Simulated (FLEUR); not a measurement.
FLEUR MaX-8.1, DFT, PBE, spin-polarised, all-electron FLAPW, scalar-relativistic valence: a generated cell (prototype structure at a guessed volume, not a measured phase) of AlNi (space group Pm-3m), 2 atoms, spin-polarised from a ferromagnetic start. Basis and mesh were picked for this test and aren't claimed converged.

| Item | Value |
|---|---|
| cell | 2.96, 2.96, 2.96 Å; 90, 90, 90° |
| task | ground state |
| k mesh | 10×10×10 |
| jspins | 2 |
| itmax | 100 |
| minDistance | 0.0001 me/bohr^3 |
| fermiSmearingEnergy | 0.004 Hartree |
| k-points after symmetry (for each spin) | 56 |
| basis functions | 251 |
| bands | 15 |
| symmetry operations | 48 |
| Kmax (1/bohr) | 4.3 |

Settings of this run: imix = straight, alpha = 0.2, maxIterBroyd = 15, precondParam = 0, spinf = 2; 4 ranks.

| iteration | distance (me/bohr^3) |
|---|---|
| 1 | 42.36954906 |
| 2 | 28.22932933 |
| 3 | 39.85292806 |
| 4 | 47.86401412 |
| 5 | 58.30919789 |
| 6 | 72.00554904 |
| 7 | 80.08811908 |
| 8 | 85.19531045 |
| 9 | 88.51246830 |
| 10 | 87.76753615 |
| 11 | 88.57978623 |
| 12 | 87.66133398 |
| 13 | 87.76218947 |
| 14 | 87.43067196 |
| … | … |
| 51 | 86.81765005 |
| 52 | 86.80960416 |
| 53 | 86.80516003 |
| 54 | 86.79767517 |
| 55 | 86.79354795 |
| 56 | 86.78657521 |
| 57 | 86.78273667 |
| 58 | 86.77619483 |
| … | … |
| 93 | 86.67009990 |
| 94 | 86.66775383 |
| 95 | 86.66650405 |
| 96 | 86.66428757 |
| 97 | 86.66309694 |
| 98 | 86.66100896 |
| 99 | 86.65987834 |
| 100 | 86.65788738 |

The run ended with the distance of the densities over minDistance after 100 iterations.

Which change of settings makes this cycle converge?

Several could match; the one computed here: imix = Anderson (default) (20 iterations), all else kept. With more settings changed, the fewest of all runs of this system: imix = Anderson (default), alpha = 0.5 (14). Counts are of single runs.
